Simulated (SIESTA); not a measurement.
**SIESTA run on Lu2FeC4 (Ibam, 14 atoms in the cell): self-consistent single point**

Method: GGA PBEsol, numerical atomic orbitals TZP, PseudoDojo PBEsol standard norm-conserving potentials (rewritten from UPF to PSML) (SIESTA).

Input as run:

```
# files in the folder: Lu.psml Fe.psml C.psml (PseudoDojo PBEsol standard)
SystemName  Lu2FeC4
SystemLabel lu2fec4

NumberOfAtoms                14
NumberOfSpecies              3
%block ChemicalSpeciesLabel
  1 71 Lu
  2 26 Fe
  3 6 C
%endblock ChemicalSpeciesLabel
LatticeConstant              1.0 Ang
%block LatticeVectors
    -3.714900000    4.655280000    2.466315000
     3.714900000   -4.655280000    2.466315000
     3.714900000    4.655280000   -2.466315000
%endblock LatticeVectors
AtomicCoordinatesFormat      Fractional
%block AtomicCoordinatesAndAtomicSpecies
     0.854300000    0.345770000    0.200070000  1
     0.145700000    0.654230000    0.799930000  1
     0.645700000    0.845770000    0.491470000  1
     0.354300000    0.154230000    0.508530000  1
     0.750000000    0.750000000    0.000000000  2
     0.250000000    0.250000000    0.000000000  2
     0.630360000    0.158010000    0.788370000  3
     0.369640000    0.841990000    0.211630000  3
     0.869640000    0.658010000    0.527650000  3
     0.130360000    0.341990000    0.472350000  3
     0.577780000    0.331520000    0.909300000  3
     0.422220000    0.668480000    0.090700000  3
     0.922220000    0.831520000    0.753740000  3
     0.077780000    0.168480000    0.246260000  3
%endblock AtomicCoordinatesAndAtomicSpecies

XC.functional                GGA
XC.authors                   PBEsol
PAO.BasisSize                TZP
PAO.EnergyShift              0.005 Ry
MeshCutoff                   400 Ry
%block kgrid.MonkhorstPack
    7   0   0  0.0
    0   7   0  0.0
    0   0   7  0.0
%endblock kgrid.MonkhorstPack
OccupationFunction           FD
ElectronicTemperature        100.0 meV

MaxSCFIterations             150
SCF.Mixer.Method             Pulay
SCF.Mixer.Weight             0.25
SCF.Mixer.History            8
SCF.DM.Tolerance             1.0E-04
Diag.ParallelOverK           true
WriteForces                  true
```

Log, with long lists cut:

```
reinit: Reading from file input.fdf

reinit: System Name: Lu2FeC4
reinit: System Label: lu2fec4

coor:   Atomic-coordinates input format  =     Fractional

siesta: Atomic coordinates (Bohr) and species
siesta:     -2.16543   6.23370   4.66066  1        1
siesta:      9.18558   2.56351   0.00000  1        2
siesta:      4.85471   2.56351   4.66066  1        3
siesta:      2.16543   6.23370   0.00000  1        4
siesta:      0.00000   0.00000   6.99099  2        5
siesta:      0.00000   0.00000   2.33033  2        6
siesta:      2.21851  11.09081   0.00000  3        7
siesta:      4.80164  -2.29361   4.66066  3        8
siesta:      2.21851   6.50360   4.66066  3        9
siesta:      4.80164   2.29361   0.00000  3       10
siesta:      4.65464  10.16570   0.00000  3       11
siesta:      2.36551  -1.36849   4.66066  3       12
siesta:      4.65464   7.42871   4.66066  3       13
siesta:      2.36551   1.36849   0.00000  3       14

siesta: System type = bulk

initatomlists: Number of atoms, orbitals, and projectors:     14   370   228

siesta: ******************** Simulation parameters ****************************
redata: Spin configuration                          = none
redata: Time-Reversal Symmetry                      = T
redata: Number of Atomic Species                    =        3
redata: Mesh Cutoff                                 =   400.0000 Ry
redata: Net charge of the system                    =     0.0000 |e|
redata: Min. number of SCF Iter                     =        0
redata: Max. number of SCF Iter                     =      150
redata: SCF convergence failure will abort job
redata: SCF mix quantity                            = Hamiltonian
redata: Mix DM or H after convergence               =   F
redata: Recompute H after scf cycle                 =   F
redata: Mix DM in first SCF step                    =   T
redata: No kicks to SCF
   [... lines left out ...]
diag: Parallel distribution                         =     1 x     1
diag: Used triangular part                          = Lower
diag: Absolute tolerance                            =  0.100E-15
diag: Orthogonalization factor                      =  0.100E-05
diag: Memory factor                                 =  1.0000

superc: Internal auxiliary supercell:     5 x     5 x     5  =     125
superc: Number of atoms, orbitals, and projectors:   1750  46250  28500

                        Single-point calculation

superc: Internal auxiliary supercell:     5 x     5 x     5  =     125
superc: Number of atoms, orbitals, and projectors:   1750  46250  28500

outcell: Unit cell vectors (Ang):
       -3.714900    4.655280    2.466315
        3.714900   -4.655280    2.466315
        3.714900    4.655280   -2.466315

outcell: Cell vector modules (Ang)   :    6.446303    6.446303    6.446303
outcell: Cell angles (23,13,12) (deg):    109.6208     87.5333    135.0111
outcell: Cell volume (Ang**3)        :    170.6088
new_DM -- step:     1
Initializing Density Matrix...

Attempting to read DM from file... Failed...
DM filled with atomic data:

InitMesh: MESH = 80 x 72 x 100 = 576000
InitMesh: Mesh cutoff (required, used) =   400.000   470.862 Ry

stepf: Fermi-Dirac step function
        iscf     Eharris(eV)        E_KS(eV)     FreeEng(eV)     dDmax    Ef(eV) dHmax(eV)
   scf:    1   -34522.250621   -34826.207008   -34826.245574  2.120698 -4.784556 46.424702
   scf:    2   -33731.287153   -34629.125320   -34629.292403  0.649765 -6.978778 87.967617
   scf:    3   -35058.730792   -34919.622343   -34919.695610  0.298442 -6.303485 25.570914
   scf:    4   -34885.943692   -34936.454924   -34936.528053  0.360499 -5.280718 16.201388
   scf:    5   -34947.331798   -34947.352734   -34947.424053  0.174424 -5.704200  0.596636
   scf:    6   -34946.827395   -34947.235589   -34947.311409  0.044777 -5.653894  2.049197
   scf:    7   -34947.268406   -34947.389534   -34947.463549  0.025690 -5.721549  0.618325
   scf:    8   -34947.353033   -34947.396796   -34947.471549  0.010776 -5.696092  0.505742
   scf:    9   -34947.411228   -34947.406634   -34947.481223  0.003853 -5.706061  0.130012
   scf:   10   -34947.407725   -34947.407381   -34947.481926  0.000832 -5.708319  0.031409
   scf:   11   -34947.407510   -34947.407458   -34947.481966  0.000266 -5.709029  0.007176
   scf:   12   -34947.407469   -34947.407464   -34947.481967  0.000094 -5.709147  0.004838
   scf:   13   -34947.407474   -34947.407469   -34947.481968  0.000063 -5.709212  0.000118
SCF Convergence by DM+H criterion
max |DM_out - DM_in|         :     0.0000630771
max |H_out - H_in|      (eV) :     0.0001183857
SCF cycle converged after 13 iterations

Using DM_out to compute the final energy and forces

siesta: E_KS(eV) =           -34947.4075

siesta: E_KS - E_eggbox =    -34947.4075

siesta: Atomic forces (eV/Ang):
     1    0.064565    0.152442   -0.000646
     2   -0.064565   -0.152443    0.000646
     3    0.064509   -0.153838   -0.000851
     4   -0.064509    0.153838    0.000851
     5   -0.000989    0.000698   -0.003940
     6    0.000989   -0.000698    0.003940
     7   -0.854737    0.323157    0.000281
     8    0.854737   -0.323157   -0.000280
     9   -0.855742   -0.322978    0.000048
    10    0.855742    0.322978   -0.000049
    11    0.907770   -0.363228    0.000524
    12   -0.907770    0.363228   -0.000537
    13    0.907515    0.363163   -0.000711
    14   -0.907515   -0.363163    0.000724
   Tot    0.000000   -0.000000   -0.000000
   Max    0.907770
   Res    0.416237    sqrt( Sum f_i^2 / 3N )
   Max    0.907770    constrained

Stress tensor Voigt[x,y,z,yz,xz,xy] (kbar):       41.94       74.60       79.93        0.13       -0.05        0.35
(Free)E + p*V (eV/cell)   -34954.4557
Target enthalpy (eV/cell)   -34947.4820

siesta: Program's energy decomposition (eV):
siesta: Ebs     =     -3554.438572
siesta: Eions   =     49139.847574
siesta: Ena     =      5044.990153
siesta: Ekin    =     20756.375611
siesta: Enl     =     -6295.926858
siesta: Eso     =         0.000000
siesta: Edftu   =         0.000000
siesta: DEna    =       115.325134
siesta: DUscf   =         6.332770
siesta: DUext   =         0.000000
siesta: Ex      =     -5098.912295
siesta: Ec      =      -335.744411
siesta: Exc     =     -5434.656706
siesta: Eharris =    -34947.407474
siesta: Etot    =    -34947.407469
siesta: FreeEng =    -34947.481968

siesta: Atomic forces (eV/Ang):
siesta:      1    0.064565    0.152442   -0.000646
siesta:      2   -0.064565   -0.152443    0.000646
siesta:      3    0.064509   -0.153838   -0.000851
siesta:      4   -0.064509    0.153838    0.000851
siesta:      5   -0.000989    0.000698   -0.003940
siesta:      6    0.000989   -0.000698    0.003940
siesta:      7   -0.854737    0.323157    0.000281
siesta:      8    0.854737   -0.323157   -0.000280
siesta:      9   -0.855742   -0.322978    0.000048
siesta:     10    0.855742    0.322978   -0.000049
siesta:     11    0.907770   -0.363228    0.000524
siesta:     12   -0.907770    0.363228   -0.000537
siesta:     13    0.907515    0.363163   -0.000711
siesta:     14   -0.907515   -0.363163    0.000724
siesta: ----------------------------------------
siesta:    Tot    0.000000   -0.000000   -0.000000

siesta: Stress tensor (static) (eV/Ang**3):
siesta:     0.026176    0.000221   -0.000031
siesta:     0.000221    0.046560    0.000082
siesta:    -0.000031    0.000082    0.049891

siesta: Cell volume =        170.608817 Ang**3

siesta: Pressure (static):
siesta:                Solid            Molecule  Units
siesta:          -0.00044519         -0.00055874  Ry/Bohr**3
siesta:          -0.04087578         -0.05130072  eV/Ang**3
siesta:         -65.49022001        -82.19281687  kBar
```

The run converged in 13 iterations.

The starting cell comes from a database of computed structures (which also holds hypothetical and non-ambient phases and stackings), without a prior relaxation at this level. Spin polarisation is off. Values carry the incompleteness of an atom-centred basis. With a pressure of about -7 GPa the cell is away from its equilibrium volume at this level.

Cost on one core of a shared machine: roughly 40 min.
